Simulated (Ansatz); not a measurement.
Several settings converged on NiTe₂ (P3m1, 3 atoms in the cell)

```xyz
3
Lattice="3.8867 0.0000 0.0000 -1.9434 3.3660 0.0000 0.0000 0.0000 5.3887" Properties=species:S:1:pos:R:3 pbc="T T T"
Ni     0.0000     0.0000     0.0500
Te     0.0000     2.2440     1.3036
Te     1.9434     1.1220     4.0850
```

Base method: PBEsol, default PAW files made with PBE (plane waves; Ansatz, a quantum-chemistry and plane-wave program).

Base settings: basis.ecutwfc = 420 eV; kpoints.mp_grid.grid = 10 10 6; hamiltonian.xc = pbesol; hamiltonian.pseudopotentials = {kind: paw} (the program's default PAW files); scf.occupations.method = gaussian; scf.occupations.width = 0.1 eV.

The count of work is k-points × plane waves × bands × iterations; it is no time. Core times come from one kind of shared machine, to one figure; runs under 30 s give none.

**The k-point mesh at a smearing width of 0.3 eV**

In this ladder: scf.occupations.width = 0.3 eV.

Only quantities that move along the ladder and can be compared are tabulated.

| kpoints.mp_grid.grid | free energy less the last step's (meV/atom) | pressure (GPa) | largest difference of a force vector from the last step's (eV/Å) | count of work / last |
|---|---|---|---|---|
| 4 4 2 | 27.36 | -3.17 | 0.025 | 0.011 |
| 4 4 3 | -12.17 | -3.87 | 0.089 | 0.012 |
| 5 5 3 | 6.56 | -3.80 | 0.081 | 0.018 |
| 6 6 4 | -0.52 | -4.01 | 0.013 | 0.032 |
| 7 7 5 | -2.19 | -3.90 | 0.002 | 0.042 |
| 9 9 6 | 0.74 | -3.86 | 0.004 | 0.082 |
| 11 11 7 | -0.28 | -3.89 | 0.004 | 0.12 |
| 13 13 8 | -0.09 | -3.87 | 0.001 | 0.19 |
| 23 23 15 | 0.00 | -3.88 | 0.000 | 1.0 |

Coarsest kpoints.mp_grid.grid that holds the free energy within 5 meV/atom of the last step, with all finer ones: 6 6 4, at 0.032 of the last step's count of work; the step before is off by 6.6 meV/atom.

Coarsest kpoints.mp_grid.grid that holds the forces within 0.02 eV/Å of the last step, with all finer ones: 6 6 4, at 0.032 of the last step's count of work; the step before is off by 0.081 eV/Å.

Coarsest kpoints.mp_grid.grid that holds the pressure within 0.05 GPa of the last step, with all finer ones: 7 7 5, at 0.042 of the last step's count of work; the step before is off by 0.13 GPa.

**The width of Gaussian smearing**

In this ladder: kpoints.mp_grid.grid = 16 16 10.

Narrow widths need finer meshes than wide ones, so the last steps can hold mesh noise.

Only quantities that move along the ladder and can be compared are tabulated; pressure and forces are left out, as mesh noise rules them at narrow widths.

```tsv
scf.occupations.width	free energy less the last step's (meV/atom)	energy extrapolated to zero width less the last step's (meV/atom)
1 eV	-145.22	10.68
0.5 eV	-33.96	0.02
0.3 eV	-11.30	0.06
0.2 eV	-4.22	0.02
0.1 eV	0.00	0.00
```

Widest scf.occupations.width that holds the energy extrapolated to zero width within 0.5 meV/atom of the last step, with all finer ones: 0.5 eV; the step before is off by 11 meV/atom.

Widest scf.occupations.width that holds the free energy within 5 meV/atom: not settled: the last two steps still differ by 4.2 meV/atom, over half the tolerance, so the ladder does not show it.

The extrapolation to zero width removes most of the smearing's effect on the energy.

**The mesh under tetrahedron occupations**

In this ladder: scf.occupations.method = tetrahedron; scf.occupations.width = default.

Only quantities that move along the ladder and can be compared are tabulated.

| kpoints.mp_grid.grid | free energy less the last step's (meV/atom) | pressure (GPa) | largest difference of a force vector from the last step's (eV/Å) | count of work / last | core time / last (rough) |
|---|---|---|---|---|---|
| 4 4 3 | -11.18 | -3.54 | 0.208 | 0.012 | – |
| 5 5 3 | 6.59 | -3.58 | 0.207 | 0.017 | – |
| 6 6 4 | 1.60 | -3.88 | 0.094 | 0.035 | – |
| 8 8 5 | -1.94 | -3.91 | 0.022 | 0.051 | – |
| 10 10 6 | 0.13 | -3.92 | 0.024 | 0.091 | – |
| 12 12 8 | -0.40 | -3.92 | 0.021 | 0.17 | – |
| 15 15 9 | -0.01 | -3.92 | 0.017 | 0.27 | 0.3 |
| 18 18 12 | 0.01 | -3.93 | 0.007 | 0.55 | 0.5 |
| 23 23 14 | 0.00 | -3.94 | 0.000 | 1.0 | 1 |

Coarsest kpoints.mp_grid.grid that holds the free energy within 5 meV/atom of the last step, with all finer ones: 6 6 4, at 0.035 of the last step's count of work; the step before is off by 6.6 meV/atom.

Coarsest kpoints.mp_grid.grid that holds the forces within 0.01 eV/Å: not settled: the last two steps still differ by 0.007 eV/Å, over half the tolerance, so the ladder does not show it.

Coarsest kpoints.mp_grid.grid that holds the pressure within 0.2 GPa of the last step, with all finer ones: 6 6 4, at 0.035 of the last step's count of work; the step before is off by 0.35 GPa.

Two neighbours can agree and both be off: 4 4 3 and 5 5 3 differ by 0.05 GPa in the pressure, yet lie about 0.35 GPa from the last step.

On the base run: the starting cell comes from a database of computed structures (which also holds hypothetical and non-ambient phases and stackings), without a prior relaxation at this level. Its lattice was rescaled by up to half a per cent. One atom was moved a little off its site on purpose. Spin polarisation is off, so a magnetic state, if there is one, cannot be reached. In the base run, with a pressure of about -4 GPa the cell is away from its equilibrium volume at this level. Ansatz's pressure includes its estimate of the finite-basis (Pulay) stress.

Left out of this page: 2 runs of the series outside the window shown, repeating another row's setting, or not comparable.

Keys are those of Ansatz 0.2.
